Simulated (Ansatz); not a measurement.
Point defects in BeS

The parent structure is an 8-atom supercell of BeS in the zinc blende structure (space group F-43m, No. 216; a = 4.8760 Å) at its relaxed geometry.

One neutral defect a cell, atoms relaxed at fixed cell.

All numbers come from Ansatz (a quantum-chemistry and plane-wave program) PBE, without spin-orbit coupling.

```csv
variant,pressure,largest displacement of a host atom from its site in the perfect cell
perfect supercell,0.0 GPa,–
Be interstitial (started 1.99 Å from the nearest host atom),7.0 GPa,0.29 Å
S interstitial (started 1.99 Å from the nearest host atom),22.3 GPa,1.05 Å
Be vacancy,(withheld),(withheld)
"Ti on a Be site, symmetric start",13.9 GPa,0.17 Å
```

**Question.** What belongs in the blanks?

**Answer.** 
- Be vacancy, pressure: -0.3 GPa
- Be vacancy, largest displacement of a host atom from its site in the perfect cell: 0.07 Å

Other magnetic orders, which the real material may have, were not ruled out. In so small a cell the defect repeats every few ångströms: this is an ordered compound, not a dilute defect. A case with no gap was solved on a k-mesh chosen for an insulator, which is coarse for it. Defects with a symmetric start kept the site's symmetry and may sit on a saddle; the others started slightly shaken. Seeded moments were not kept for Be interstitial (started 1.99 Å from the nearest host atom) and S interstitial (started 1.99 Å from the nearest host atom).
